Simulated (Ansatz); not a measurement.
Si (diamond structure), Σ9 (114) [1-10] symmetric tilt. One Al atom replaces one Si atom in a bicrystal of 63 atoms (one solute to 63 Å² of one boundary, a high coverage); atoms relaxed, cell held. Energies count from the site farthest from both boundaries, which lies only 5.2 Å away; negative means that the solute is drawn to the site. The cell is neutral, and spin is allowed where the electrons are odd. k-points: Γ-centred 2×6×1 mesh; occupations: Fermi-Dirac, 0.050 eV; spin-polarised, moments started parallel. Scalar-relativistic, no spin-orbit coupling.

Sites tried, by distance from the nearest boundary plane (Å): 0.01, 0.26, 0.98, 1.94.

### Question
Does Al segregate by PBE run with Ansatz (a program for electronic structure), and with what energy at each site?

### Answer
0.01 Å: -0.96 eV; 0.26 Å: -0.28 eV; 0.98 Å: 0.36 eV; 1.94 Å: 0.06 eV. The most favoured site tried binds it by 0.96 eV.
